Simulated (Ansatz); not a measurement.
Base system: AlN in the wurtzite structure (space group P6_3mc, No. 186; a = 3.114 Å, c = 4.983 Å). Axes: x lies along a and z along c of the hexagonal cell.

Now apply this change: biaxial strain +0.60 %, plane normal [001], relaxed out of plane (Cartesian); in-plane vectors clamped, the third vector and the atoms free.

Method: PBEsol in Ansatz (plane waves to 420 eV, PAW, no spin-orbit coupling).

Base, band edges from the VBM (valence, conduction): K -2.41, 4.89; H -0.80, 7.28; M -0.70, 5.67; L -1.38, 5.17; A -0.56, 6.35; Γ 0.00, 4.09 eV.

Question: Give the band edges at the high-symmetry points of the new zone, measured from its valence-band maximum.

Answer: 
```json
[
 {"point": "Γ", "valence edge (eV)": "0.00", "conduction edge (eV)": "3.97"},
 {"point": "M", "valence edge (eV)": "-0.76", "conduction edge (eV)": "5.54"},
 {"point": "K", "valence edge (eV)": "-2.44", "conduction edge (eV)": "4.89"},
 {"point": "A", "valence edge (eV)": "-0.65", "conduction edge (eV)": "6.20"},
 {"point": "L", "valence edge (eV)": "-1.39", "conduction edge (eV)": "5.12"},
 {"point": "H", "valence edge (eV)": "-0.81", "conduction edge (eV)": "7.24"}
]
```

The gap is 3.97 eV, direct at Γ.

Stability against distortions was not tested.

Ansatz is a program for electronic structure.
